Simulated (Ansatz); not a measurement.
# Response to strain in Pt

Take Pt in the fcc (Cu type) structure (space group Fm-3m, No. 225; relaxed with 0.1 eV smearing) as the base.

```yaml
crystal:
  lattice:
    - [0.00000, 1.95989, 1.95989]
    - [1.95989, 0.00000, 1.95989]
    - [1.95989, 1.95989, 0.00000]
  atoms:
    - { symbol: Pt, position: [0.00000, 0.00000, 0.00000] }
```

Cartesian axes are those of the cell as printed.

Strains are applied to the cell and any free atomic positions relax; under biaxial strain the out-of-plane vector relaxes too.

Method: plane-wave PAW DFT at the PBEsol level (Ansatz, an electronic-structure program, 420 eV), no spin-orbit coupling.

```csv
"biaxial strain, plane normal [111], relaxed out of plane (%)",out-of-plane strain (%)
0,0.00
0.42,-0.47
0.83,?
1.25,-1.37
1.67,-1.81
2.08,-2.23
2.5,-2.65
```

Q: Fit ε⊥ = −νε + γε² (strains in %) to the rows shown and predict the withheld row.

A: Least squares on the printed values gives ν = 1.13 (the biaxial Poisson response) and γ = 0.029 (largest residual 0.00 %); this predicts -0.92 %, and the run gives -0.92 %, in agreement.

No phonon test of stability was made. The final runs are not spin-polarised. Pt lies near a magnetic instability that expansion can trigger; it was not tested.
